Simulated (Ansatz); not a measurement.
**BN: response to strain**

Start from BN in the zinc blende structure (space group F-43m, No. 216).

```
BN
1.0
    0.00000     1.79027     1.79027
    1.79027     0.00000     1.79027
    1.79027     1.79027     0.00000
B N
1 1
Direct
  0.00000   0.00000   0.00000
  0.25000   0.25000   0.25000
```

Cartesian axes are those of the cell as printed.

Strains are applied to the cell and any free atomic positions relax; under biaxial strain the out-of-plane vector relaxes too.

Computed with LDA (Ansatz, a program for electronic structure, PAW, scalar-relativistic without spin-orbit coupling).

Notes on the quantities. energy relative to the base: free energy F.

```tsv
biaxial strain, plane normal [001], relaxed out of plane (%)	energy relative to the base (meV/atom)
-3	31.8
-2.5	?
-2	13.8
-1.5	7.7
-1	3.4
-0.5	0.8
0	0.0
```

Question: Fit ΔE = Aε² + Bε³ (ε in %) to the rows shown and predict the withheld row.

Answer: Least squares on the printed values gives A = 3.30 and B = -0.078 meV/atom (largest residual 0.0 meV/atom); this predicts 21.8 meV/atom, and the run gives 21.8 meV/atom, in agreement.

Stability against distortions was not tested.
